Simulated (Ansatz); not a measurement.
The starting structures come from a database of crystals and need not be the phases stable at ambient conditions.

 Where the default PAW files enter, the runs use the earlier of Ansatz's two default sets.

Tunnelling through a barrier is set by its complex band structure: the current falls as exp(−2κd) with the smallest κ.

```yaml
crystal:
  lattice:
    - [5.15403, 0.00000, 0.00000]
    - [-2.57702, 4.46352, 0.00000]
    - [2.57702, 1.48784, 2.79096]
  atoms:
    - { symbol: Ag, position: [0.01641, 0.00820, 0.97539] }
    - { symbol: N, position: [0.84881, 0.42440, 0.72679] }
    - { symbol: O, position: [0.12727, 0.56363, 0.73399] }
    - { symbol: O, position: [0.70238, 0.56363, 0.73399] }
    - { symbol: O, position: [0.70238, 0.13874, 0.73399] }
```

Space group of this cell: R3m. The cell was relaxed by PBE-D3(BJ); by r2SCAN its mean pressure is -3.6 GPa.

Transport runs along the normal of the first two printed cell vectors, the (001) plane of the conventional cell.

The gap is the functional's own, uncorrected, and κ follows it; spin-orbit coupling is left out. Mid-gap values are interpolated between the computed energies.

Problem. Predict the band gap and the smallest decay constant κ at mid-gap from r2SCAN (Ansatz, a quantum-chemistry and plane-wave program).

Solution. Gap 2.15 eV on a 12×12×12 mesh; κ = 0.759 1/Å, at the zone centre.
